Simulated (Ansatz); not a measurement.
Input and output of a relaxation of cell and atoms for LaP (Fm-3m, 2 atoms in the cell) (Ansatz, a first-principles code).

Method: LDA (PW92), default PAW files made with PBE (plane waves; Ansatz).

The change in words: atoms on their sites; basis.ecutwfc: 420 eV → 210 eV; relax: default → cell and atoms. Reference geometry:
```
CELL_PARAMETERS angstrom
      0.00000     3.02415     3.02415
      3.02415     0.00000     3.02415
      3.02415     3.02415     0.00000
ATOMIC_POSITIONS crystal
  La 0.00827 0.00827 0.99173
  P  0.50000 0.50000 0.50000
```

Reference input (self-consistent single point, DFT, LDA (PW92), plane waves, default PAW files made with PBE): basis.ecutwfc = 420 eV; kpoints.mp_grid.grid = 9 9 9; hamiltonian.xc = lda; hamiltonian.pseudopotentials = {kind: paw} (the program's default PAW files); scf.occupations.method = fermi_dirac; scf.occupations.width = 0.1 eV. This run's input differs from it in these lines:

Ansatz 0.2 input:
```diff
@@ -6,6 +6,6 @@
   atoms:
-    - { symbol: La, position: [0.008267, 0.008267, -0.008267] }
+    - { symbol: La, position: [0.000000, 0.000000, 0.000000] }
     - { symbol: P, position: [0.500000, 0.500000, 0.500000] }
 basis:
-  ecutwfc: 420.0 eV
+  ecutwfc: 210.0 eV
 kpoints:
@@ -17,2 +17,4 @@
   occupations: { method: fermi_dirac, width: 0.1 eV }
+relax:
+  cell: {}
 output:
```

Log, with long lists cut:

```
   [... SCF lines of the steps left out ...]
relax step   1: F+E_penalty+E_count = -6803.89330036 eV  Δ(F+E_penalty+E_count) = +0.000e0 eV  max|allowed force component| = 1.933e-29 eV/Å  Δτ_max = 0.0000 Å  P = -3.435 GPa  Ω = 55.315 Å³  (7 SCF iters, dr2 threshold 1.00e-7 eV, accepted)
relax step   2: F+E_penalty+E_count = -6804.27628673 eV  Δ(F+E_penalty+E_count) = -3.830e-1 eV  max|allowed force component| = 1.118e-30 eV/Å  Δτ_max = 0.0000 Å  P = +6.901 GPa  Ω = 50.167 Å³  energy of the carried Pulay correction = +4.266e-1 eV  [...]
   [... lines left out ...]
relax step   9: F+E_penalty+E_count = -6803.92776949 eV  Δ(F+E_penalty+E_count) = -7.800e-3 eV  max|allowed force component| = 1.430e-30 eV/Å  Δτ_max = 0.0000 Å  P = -0.016 GPa  Ω = 52.782 Å³  energy of the carried Pulay correction = +7.749e-3 eV  [...]
relax step  10: F+E_penalty+E_count = -6803.91827792 eV  Δ(F+E_penalty+E_count) = +9.492e-3 eV  max|allowed force component| = 1.956e-30 eV/Å  Δτ_max = 0.0000 Å  P = -0.011 GPa  Ω = 52.782 Å³  stress off target by 1.12e-2 GPa  SCF on the basis [...]
basis re-selected at this cell: Δ(F+E_penalty+E_count) = +9.492e-3 eV, ΔP = +0.005 GPa vs the last step
the relaxation is at rest under the 48 symmetry operations that the run kept from its start: a minimum is not shown …
Stability not checked: this state was not tested for a lower state beside it, because too few of the mixer's solves of this state at the end of the SCF gave a …
Free energy (F): -6803.918278 eV
Internal energy: -6803.908006 eV  (E = F + TS)
   [... lines left out ...]
Fermi energy:    9.302054 eV
   [... lines left out ...]
to start a new deck from the relaxed geometry:
  cell:  # Å, volume = 52.7815 Å³
    - [1.732426607128751e-33, 2.977263849187805, 2.977263849187805]
    - [2.977263849187805, -1.5286117258129273e-33, 2.977263849187805]
    - [2.977263849187805, 2.977263849187805, -7.643058049343384e-34]
  atoms:
    - { symbol: La, position: [1.952624098065139e-47, -1.9168004574005762e-47, -2.246283678775961e-47] }
    - { symbol: P, position: [0.5, 0.5, 0.5] }
```

The run converged. 

Summary of the result:
```
Property                                                                                                            Result
-----------------------------------------------  -------------------------------------------------------------------------
Free energy E − TS (on the zero of these files)                                                              -6803.9183 eV
Fermi level (on the code's own zero)                                                                               9.30 eV
Pressure                                                                                                         -0.01 GPa
Final cell                                       a = 4.210 Å, b = 4.210 Å, c = 4.210 Å, α = 60.00°, β = 60.00°, γ = 60.00°
Final volume per atom                                                                                             26.39 Å³
Relaxation steps                                                                                                        10
```

The starting cell comes from a database of computed structures (which also holds hypothetical and non-ambient phases and stackings), without a prior relaxation at this level. Its lattice was rescaled by up to half a per cent. The relaxation keeps the symmetry of its start, so its end need not be a minimum. Ansatz's pressure includes its estimate of the finite-basis (Pulay) stress. Without the estimate this run gives -13.33 GPa. The cutoff lies below the one recommended for these files.
